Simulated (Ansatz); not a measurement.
Where the default PAW files enter, the runs use the earlier of Ansatz's two default sets.

By PBEsol, the system below comes out a metal.

Given:

```
AlTi
1.0
    3.89550     0.00000     0.00000
    0.00000     3.98509     0.00000
    1.94775     0.00000     1.94775
Ti Al
1 1
Cartesian
  1.94775   1.99255   0.00000
  0.00000   0.00000   0.00000
```

Space group of this cell: P4/mmm. The cell is strained (all lengths scaled by 0.98); by PBEsol its mean pressure is 5.5 GPa.

The current flows along the normal of the first two printed cell vectors, the (110) plane of the conventional cell. No spin-orbit coupling; the value is a mean over 0.1 eV about the Fermi level.

### Question
Estimate the ballistic conductance per area that Ansatz (a quantum-chemistry and plane-wave program) with PBEsol returns for this system.

### Answer
0.93 × 10¹⁵ S/m² for both spins.
